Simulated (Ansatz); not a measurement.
Start from GaN in the wurtzite structure (space group P6_3mc, No. 186; a = 3.183 Å, c = 5.185 Å).

Computed with PBEsol in Ansatz (plane waves to 420 eV, PAW, no spin-orbit coupling).

Base values:

```
Quantity                              Value
---------------------  --------------------
Valence-band top at Γ  0.00, 0.00, -0.04 eV
```

Modification: the cell is scaled by 0.9820 in all directions; the atoms relax in the strained cell.

Estimate the effect on the valence-band top at Γ.

The valence-band top at Γ (three highest levels, from the VBM) goes from 0.00, 0.00, -0.04 eV to 0.00, 0.00, -0.05 eV.

What happens to the energy relative to the base?

The energy rises by 21 meV/atom.

What happens to the mean gap deformation potential ΔEg/Δln V?

The mean gap deformation potential ΔEg/Δln V comes out as -6.6 eV.

No phonon test of stability was made.

Ansatz is a quantum-chemistry and plane-wave program.
